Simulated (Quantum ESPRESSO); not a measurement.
Quantum ESPRESSO 7.5, DFT, PBE, plane waves, SSSP 1.1.2 efficiency PBE: rock-salt NiO (type II order), antiferromagnetic, atoms displaced (Ni4O4), 8 atoms, spin-polarised from an antiferromagnetic start (nspin = 2, starting_magnetization ±0.2 on Ni). Basis and mesh were picked for this test and aren't claimed converged.

```yaml
cell: 10.23, 5.12, 5.12 Å; 33.6, 33.6, 33.6°
distance_to_the_nearest_atom: 1.87 to 2.08 Å
task: scf
k mesh: 3×5×5
ecutwfc: 45 Ry
ecutrho: 360 Ry
occupations: smearing
smearing: gaussian
degauss: 0.005 Ry
conv_thr: 8e-09 Ry
tprnfor: true
tstress: false
k-point pools (-nk): 8
diagonalization: david (default)
mixing_ndim: 8 (default)
k-points computed (for each spin): 38
bands: 58
electrons: 96
G-vectors of the density: 56757
FFT grid: 120×60×60
```

Settings of this run: mixing_mode = plain, mixing_beta = 1; 8 ranks.

```
SCF iteration  band solver's avg # of iterations (first pass)  estimated scf accuracy (Ry)
-------------  ----------------------------------------------  ---------------------------
1                                                         3.8                 128.37998382
2                                                         4.0                 508.61513660
3                                                         5.5                  58.21075679
4                                                         2.3                  38.39977970
5                                                         2.0                  13.18651837
6                                                         1.0                   6.73317837
7                                                         1.9                  29.34594301
8                                                         1.0                   1.97052363
9                                                         2.0                  25.06051096
10                                                        2.0                   4.22199850
11                                                        2.0                  15.01167136
12                                                        2.0                   1.16056891
13                                                        1.6                   0.54714051
14                                                        1.0                   0.15140732
…                                                           …                            …
20                                                        2.0                   0.08744682
21                                                        3.2                   0.51347807
22                                                        2.4                   0.15104762
23                                                        2.2                   0.02960969
24                                                        1.8                   0.00733961
25                                                        2.7                   0.00706640
26                                                        2.1                   0.00293826
27                                                        3.4                   0.01021382
…                                                           …                            …
31                                                        1.2                   0.00001222
32                                                        2.0                   0.00004485
33                                                        2.0                   0.00000694
34                                                        2.0                   0.00000116
35                                                        2.0                   0.00000017
36                                                        2.0                   0.00000001
37                                                        2.0                   0.00000001
38                                                        2.0                      2.2E-09
```

It converged after 38 SCF iterations.

Problem. The cycle is slow. Which setting should be changed?

Solution. One answer among several that fit: mixing_beta = 0.2 (21 SCF iterations), all else kept. The other changes of this size gave: mixing_beta = 0.4 (23); mixing_beta = 0.1 (25); mixing_beta = 0.7 (default) (27). The first change moves the result by: energy equal as printed, forces (largest component) 2.1 meV/Å, absolute magnetization equal as printed. Counts are of single runs.
